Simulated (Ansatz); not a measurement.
**CrO₂ in the rutile structure (space group P4_2/mnm, No. 136; ferromagnetic)**

CrO2 is taken in the tetragonal space group P4₂/mnm (No. 136), the rutile structure, Pearson symbol tP6. Conventional cell: a = 4.445 Å, b = 4.445 Å, c = 2.921 Å, α = 90.00°, β = 90.00°, γ = 90.00°. Cr on 2a has 6 O at 1.908–1.912 Å (octahedral). O on 4f is surrounded by 3 Cr at 1.908–1.912 Å (trigonal planar). (Neighbours: up to the widest gap in distance over summed covalent radii, below 1.35, at either atom; cation-cation and far metal-metal contacts left out.)

The values are results of Kohn–Sham DFT with the PBE functional, run in Ansatz (a quantum-chemistry and plane-wave program) with PAW and 420 eV plane waves, no spin-orbit coupling, not measurements. Settings: 11×11×16 k-points, 0.05 eV Fermi–Dirac smearing.

* **Volume per atom**: 9.62 Å³
* **Density**: 4.83 g/cm³
* **Band gap**: zero
* **Magnetic state**: ferromagnetic
* **Total energy**: -1504.466 eV/atom (σ→0; compares only within this code and set-up)

No phonon test of stability was made. No Hubbard U is applied and the magnetic state is the run's own (CrO2 ferromagnetic); small cells can't hold the antiferromagnetic order that many such compounds have, so gaps and moments can be off.
